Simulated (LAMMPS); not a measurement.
Molecular dynamics of a melt made from Al (fcc), 16384 atoms, at 1030 K and 0 GPa, brought to that temperature within a few picoseconds.

All values are model results, not measurements: classical MD, pair style eam/alloy, file Al_zhou.eam.alloy (LAMMPS).

Question: Give probability per degree against angle (°) as the simulation yields it.

Answer: State found: liquid.
```csv
angle (°),"probability per degree, Al-Al-Al"
31.50,0.0000
34.50,0.0001
37.50,0.0008
40.50,0.0027
43.50,0.0058
46.50,0.0091
49.50,0.0115
52.50,0.0130
55.50,0.0130
58.50,0.0123
61.50,0.0112
64.50,0.0100
67.50,0.0089
70.50,0.0080
73.50,0.0076
76.50,0.0073
79.50,0.0073
82.50,0.0074
85.50,0.0077
88.50,0.0080
91.50,0.0086
94.50,0.0091
97.50,0.0096
100.5,0.0097
103.5,0.0098
106.5,0.0097
109.5,0.0096
112.5,0.0095
115.5,0.0089
118.5,0.0086
121.5,0.0081
124.5,0.0076
127.5,0.0073
130.5,0.0069
133.5,0.0066
136.5,0.0063
139.5,0.0059
142.5,0.0055
145.5,0.0052
148.5,0.0048
151.5,0.0044
154.5,0.0041
157.5,0.0037
160.5,0.0032
163.5,0.0027
166.5,0.0023
169.5,0.0018
172.5,0.0012
175.5,0.0007
178.5,0.0003
```
